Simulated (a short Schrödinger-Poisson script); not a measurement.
System: MOS inversion layer, SiO2 on p-type Si(110), at 400 K.

From the gate side: 2.2 nm SiO2; 1400 nm Si, acceptors 1e17 cm⁻³.

Constants are typed, rounded textbook-type inputs, not results; the design itself was drawn at random and stands for no fabricated device. SiO2: permittivity 3.9, conduction-band edge (eV) 3.15, gap (eV) 9, electron mass (mₑ) 0.5. Si: permittivity 11.7, conduction-band edge (eV) 0, gap (eV) 1.124, Nv at 300 K (cm⁻³) 3.1e19.

Channel valleys (confinement mass, in-plane density-of-states mass, number): Δ4 0.315, 0.324, 4; Δ2 0.19, 0.417, 2. At the gate the conduction-band edge of layer 1 lies 3.56 eV − eVg above the Fermi level of the channel; the field vanishes at the back. Gaps are held at their typed values at every temperature. Mesh 0.03 nm at interfaces.

Solved with a short Schrödinger-Poisson script written for these runs: 1D Poisson equation in equilibrium, electrons quantum, Hartree (BenDaniel-Duke, 12 states a valley, the channel's in-plane mass for all, wave functions free to enter the dielectric), parabolic valleys, classical holes, full ionisation, no traps, pinning or gate leakage.

```
Vg (V)  electrons (cm⁻²)  C (μF/cm²)  Δ4 E0 (meV from the Fermi level)  Δ2 E0 (meV from the Fermi level)
------  ----------------  ----------  --------------------------------  --------------------------------
0.2               1.12e9       0.115                             359.4                             369.0
0.3              1.41e10       0.154                             271.0                             281.0
0.4              1.27e11       0.431                             194.0                             204.7
0.5              4.87e11       0.784                             146.1                             157.9
0.6              1.03e12       0.969                             118.7                             131.7
0.7              1.66e12        1.07                             100.7                             114.8
0.8              2.35e12        1.13                              87.4                             102.7
0.9              3.06e12        1.18                              76.9                              93.3
1                3.81e12        1.21                              68.2                              85.7
1.1              4.57e12        1.23                              60.9                              79.3
1.2              5.34e12        1.25                              54.4                              73.7
1.3              6.13e12        1.27                              48.7                              68.8
1.4              6.93e12        1.28                              43.6                              64.5
1.5              7.73e12        1.30                              38.9                              60.5
1.6              8.55e12        1.31                              34.5                              56.9
1.7              9.37e12        1.32                              30.5                              53.6
1.8              1.02e13        1.33                              26.8                              50.5
1.9              1.10e13        1.33                              23.2                              47.6
2                1.19e13        1.34                              19.9                              44.9
```

Gate voltages with under 1e9 electrons/cm² are left out.

At Vg = 2 V the lowest Δ4 subband lies at 19.9 meV from the Fermi level. How many electrons does it hold, and what share of all?

The two-dimensional density of states is g m/(πħ²) = 5.41e11 cm⁻² meV⁻¹ (both spins), kT = 34.5 meV, so n = D kT ln(1 + exp(−E/kT)) = 8.31e12 cm⁻², 0.70 of the 1.19e13 cm⁻² in all.

Compare the slope of the sheet density between 1.8 and 2 V with the geometric capacitance of the layers between gate and channel.

q Δn/ΔV = 1.36 μF/cm²; ε0/Σ(t/ε) = 1.57 μF/cm². The ratio is 0.87: the channel acts as a further capacitance in series.
